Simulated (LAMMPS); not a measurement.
MD of SiC (zinc blende) at zero pressure, 1000 atoms, as a crystal; each row is its own run.

All values are model results, not measurements: classical MD, pair style edip/multi, file SiC.edip, run in LAMMPS.

```
T (K)  volume (Å³/atom)
-----  ----------------
200              10.396
1300             10.576
1740             10.717
2180             10.890
2610             11.074
```

Fit a straight line, y = a + b x, to these rows (x is the first column, y the second) and predict the run at x = 300.

Least squares gives a = 10.284 and b = 0.0002779. At x = 300 the fit predicts 10.368 Å³/atom. The run itself gave 10.4052 ± 0.0001 Å³/atom, so the fit is 0.36 % low.

Caution (rows 200; 300): nuclei are classical, which matters for such light atoms.

Caution (rows 1300; 1740; 2180; 2610): a run this short can hold a crystal over, or a liquid under, the potential's own melting point, which these runs don't give.
